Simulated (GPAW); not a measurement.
Input and output of a self-consistent single point for MgSb (R-3m, 2 atoms in the cell) (GPAW).

Method of the run: PBEsol, GPAW PAW datasets PBEsol (made by gpaw-setup) (plane waves; GPAW).

```
MgSb
1.0
    1.91954     1.10825     4.01831
   -1.91954     1.10825     4.01831
    0.00000    -2.21649     4.01831
Mg Sb
1 1
Direct
  0.00000   0.00000   0.00000
  0.50000   0.50000   0.50000
```

Reference input (self-consistent single point, DFT LDA (Perdew-Wang 92), plane waves, GPAW PAW datasets LDA (gpaw-data 1.0.1)): mode = pw; ecut = 850 eV; xc = LDA; kpts = 12 12 12; mesh shift (steps) = 0 0 0; occupations.name = methfessel-paxton; occupations.width = 0.136 eV; occupations.order = 0; nbands = -6; convergence.forces = 0.001 eV/Å; symmetry.symmorphic = false; symmetry.tolerance = 0.0005. This run's input differs from it in these lines:

```diff
@@ -13,3 +13,3 @@
 calc = GPAW(mode=PW(850),
-            xc='LDA',
+            xc='PBEsol',
             kpts={'size': (12, 12, 12), 'gamma': True},
```

Its files differ too (potentials: GPAW PAW datasets PBEsol (made by gpaw-setup)).

Log, with long lists cut:

```
     iter     time        total  log10-change:
                         energy   eigst   dens  force
iter:   1 --:--:--    -7.107972
iter:   2 --:--:--    -7.140510   -0.41  -1.54
iter:   3 --:--:--    -7.081806   -1.33  -1.57
iter:   4 --:--:--    -7.087828   -2.24  -2.03
iter:   5 --:--:--    -7.087711c  -2.53  -2.14
iter:   6 --:--:--    -7.082067c  -3.57  -2.42
iter:   7 --:--:--    -7.082554c  -4.82  -2.98
iter:   8 --:--:--    -7.081872c  -4.08  -2.98
iter:   9 --:--:--    -7.081918c  -5.25  -3.72
iter:  10 --:--:--    -7.081864c  -6.42  -3.58
iter:  11 --:--:--    -7.081812c  -5.67  -3.67
iter:  12 --:--:--    -7.081810c  -5.82  -3.99
iter:  13 --:--:--    -7.081809c  -7.44c -4.22c
iter:  14 --:--:--    -7.081815c  -6.59  -4.21c
iter:  15 --:--:--    -7.081808c  -6.26  -4.19c
iter:  16 --:--:--    -7.081809c  -7.35  -4.51c
iter:  17 --:--:--    -7.081811c  -7.43c -4.52c -22.95c
Converged after 17 iterations.

Dipole moment: (0.000000, 0.000000, 0.000000) |e|*Ang

Energy contributions relative to reference atoms: (reference = -181642.468793)

Kinetic:         -4.520692
Potential:       +4.792500
External:        +0.000000
XC:              -7.497917
Entropy (-ST):   -0.009834
Local:           +0.149217
SIC:             +0.000000
--------------------------
Free energy:     -7.086728
Extrapolated:    -7.081811

Showing only first 2 kpts
 Kpt  Band  Eigenvalues  Occupancy
  0    10      3.98991    2.00000
  0    11      6.40306    0.00000
  0    12      7.27560    0.00000
  0    13      7.27560    0.00000

  1    10      4.14686    2.00000
  1    11      5.37317    0.52626
  1    12      6.72360    0.00000
  1    13      6.99282    0.00000

Fermi level: 5.31223

No gap
No difference between direct/indirect transitions
Energy (eV): -7.081811

Forces in eV/Ang:
  0 Mg    0.00000    0.00000   -0.00000
  1 Sb    0.00000    0.00000    0.00000

Stress tensor:
     0.011732     0.000000    -0.000000
     0.000000     0.011732     0.000000
    -0.000000     0.000000     0.012176
Stress (GPa, Voigt): [ 1.8796  1.8796  1.9507  0.     -0.      0.    ]
```

The run converged in 17 iterations. GPAW prints stress with tension positive. Against the reference run the pressure goes from -3.27 to -1.90 GPa.

The starting cell comes from a database of computed structures (which also holds hypothetical and non-ambient phases and stackings), without a prior relaxation at this level.

Cost on one core of a shared machine: roughly 2 min.
